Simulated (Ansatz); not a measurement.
Consider ZnO in the wurtzite structure (space group P6_3mc, No. 186).

```
ZnO
1.0
    3.27960     0.00000     0.00000
   -1.63980     2.84021     0.00000
    0.00000     0.00000     5.29330
Zn O
2 2
Cartesian
  1.63980   0.94674   0.01140
  0.00000   1.89348   2.65805
  1.63980   0.94674   3.29798
  0.00000   1.89348   0.65133
```

The values are results of Kohn–Sham DFT with the PBE functional, run in Ansatz (a first-principles code) with PAW and 420 eV plane waves, no SOC, not measurements.

For the base:

| Quantity | Result |
|---|---|
| Pressure | 0.00 GPa |
| Band gap | 0.74 eV |
| Valence-band top at Γ | 0.00, 0.00, -0.08 eV |

The change: the cell is scaled by 1.0534 in all directions; the atoms relax in the strained cell.

Problem. Estimate the effect on the pressure, band gap, energy relative to the base and valence-band top at Γ.

Solution. The pressure (mean of the normal stresses, compression positive) goes from zero to -14.24 GPa; the band gap decreases by 0.24 eV (0.74 eV → 0.50 eV); the energy increases by 107 meV/atom; the valence-band top at Γ (three highest levels, from the VBM) goes from 0.00, 0.00, -0.08 eV to 0.00, 0.00, -0.04 eV.

No phonon test of stability was made.
